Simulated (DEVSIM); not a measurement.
Schottky contact on p-type Si

Device: Schottky contact on p-type Si, at 300 K.

| layer (left to right) | material | thickness (μm) | Na (cm⁻³) | τn (s) | τp (s) |
|---|---|---|---|---|---|
| 1 | Si | 5.80 | 8.4e15 | 8.8e-7 | 8.8e-6 |
| 2 | Si | 7.10 | 8.9e17 | 8.8e-6 | 8.8e-6 |

Left contact: Schottky, work function 4.284 eV, emission velocity 4.3e6 cm/s. Right contact: ohmic. Voltage is applied to the left contact. Recombination: SRH at mid-gap, radiative, Auger. Mobility is constant in doping.

Constants are typed, rounded textbook-type inputs, not results; the design itself was drawn at random and stands for no fabricated device. Values at 300 K.

```
parameter           Si
-------------  -------
gap (eV)         1.124
affinity (eV)     4.05
permittivity      11.7
Nc (cm⁻³)      2.86e19
Nv (cm⁻³)       3.1e19
μn (cm²/Vs)       1417
μp (cm²/Vs)        470
B (cm³/s)      4.7e-15
Cn (cm⁶/s)     2.8e-31
Cp (cm⁶/s)     9.9e-32
```

DEVSIM, 1D drift-diffusion, Boltzmann statistics, complete ionisation; no tunnelling, impact ionisation, image-force lowering or self-heating. Metal contacts follow the ideal Schottky-Mott rule: no Fermi-level pinning, no interface dipoles.

- Potential step across the device at zero bias: 0.798 V
- Dark forward voltage at 1 A/cm²: 0.465 V
- Dark forward voltage at 100 A/cm²: 0.673 V

Dark forward current:

(V (V), J (A/cm²)): (-0.05, -1.2e-7); (-0.10, -9.0e-7); (-0.15, -6.3e-6); (-0.20, -4.3e-5); (-0.25, -0.00029); (-0.30, -0.0020); (-0.35, -0.014); (-0.40, -0.091); (-0.45, -0.60); (-0.50, -3.5); (-0.55, -15); (-0.60, -41); (-0.65, -79); (-0.70, -130); (-0.75, -230); (-0.80, -410); (-0.85, -790); (-0.90, -1400); (-0.95, -2200)

Small-signal capacitance in reverse bias (quasi-static):

```tsv
V (V)	C (nF/cm²)
0.04	31.5
0.1	30.3
0.2	28.4
0.3	26.9
0.4	25.6
0.6	23.5
0.8	21.8
1	20.5
1.3	18.9
1.6	17.6
2	16.2
```
